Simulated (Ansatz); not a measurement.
We consider CdCl2 (within 0.1 Å of P-4m2, No. 115, 3 atoms in the cell; start mp-632403; a measured phase of this formula has another space group), described by PBEsol in Ansatz (PAW).

Settings: plane-wave cutoff 500 eV, 10×10×8 k mesh (along the axes of the cell as run), gaussian smearing 0.02 eV, scalar-relativistic PAW data made under PBE.

Cell (relaxed at this level):

```cif
data_CdCl2
_chemical_formula_sum 'Cd1 Cl2'
_space_group_name_H-M_alt 'P 1'
_space_group_IT_number 1
_cell_length_a 3.98603
_cell_length_b 3.98603
_cell_length_c 5.66517
_cell_angle_alpha 90.017
_cell_angle_beta 90.032
_cell_angle_gamma 90.010
loop_
_space_group_symop_operation_xyz
  'x, y, z'
loop_
_atom_site_label
_atom_site_type_symbol
_atom_site_fract_x
_atom_site_fract_y
_atom_site_fract_z
_atom_site_occupancy
Cd1 Cd 0.82857 0.16241 0.99314 1
Cl1 Cl 0.32880 0.16244 0.25047 1
Cl2 Cl 0.82853 0.66229 0.73581 1
```

**Question.** Predict the band gap.

**Answer.** 
band gap: 3.13 eV (on the SCF k mesh)

Note: the cell has widely spaced layers and the level no dispersion term, so their spacing and the moduli can rest on weak binding.

Spin–orbit coupling is not included.

Static lattice: no zero-point or thermal effects.

Cost on a shared machine: very roughly 16 core-minutes.

A start named mp-… is a Materials Project structure, which need not be a measured phase.

Ansatz is a first-principles code.
